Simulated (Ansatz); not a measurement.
The parent structure is NiO in the rock salt structure (space group Fm-3m, No. 225; a = 4.215 Å; ferromagnetic; relaxed with 0.1 eV smearing).

All numbers come from plane-wave PAW DFT at the PBE level (Ansatz, a first-principles code, 420 eV), no SOC, earlier PAW set.

Base values:

| Quantity | Value |
|---|---|
| Band gap | zero |
| Magnetic state | ferromagnetic |
| Pressure | 0.0 GPa |

It is then changed as follows: the cell is scaled by 0.9678 in all directions; the atoms relax in the strained cell.

### Question
How does this affect the band gap?

### Answer
The band gap remains zero.

### Question
What happens to the magnetic state?

### Answer
The magnetic state is still ferromagnetic.

### Question
What does the calculation give for the pressure after the change?

### Answer
The pressure goes from zero to 20.1 GPa.

Whether these cells are dynamically stable was not tested. No Hubbard U is applied and the magnetic state is the run's own (NiO ferromagnetic); small cells can't hold the antiferromagnetic order that many such compounds have, so gaps and moments can be off. In its common phase, real NiO is an antiferromagnetic insulator at low temperature.
